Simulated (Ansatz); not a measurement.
Phonon-limited resistivity of TaTc (Pm-3m) against temperature in μΩ·cm, PBEsol, DFPT electron-phonon coupling, linearised Boltzmann equation (Ansatz, a first-principles code), harmonic crystal at a fixed cell.

```
T          ρ
-----  -----
50 K   0.117
77 K       …
100 K   0.74
150 K   1.52
200 K    2.3
250 K    3.0
273 K      …
300 K    3.7
350 K    4.4
400 K    5.1
500 K    6.5
600 K      …
800 K   10.7
```

### Question
Fill in the missing entries.

### Answer

- 77 K, ρ: 0.40
- 273 K, ρ: 3.3
- 600 K, ρ: 7.9

A metal at this level (no band gap). Only scattering by harmonic phonons is included (no impurities, grain boundaries, electron-electron scattering or thermal expansion). Spin-orbit coupling is left out, which matters with elements this heavy. Halving the electron mesh (28x28x28) moves the resistivity by up to 5 %. Smearing 0.20 eV; phonons on a 4x4x4 q mesh, which this run doesn't test and which matters most at low temperature.

Formula and space group known from diffraction (Crystallography Open Database), not checked to be the room-temperature form: TaTc (Pm-3m).
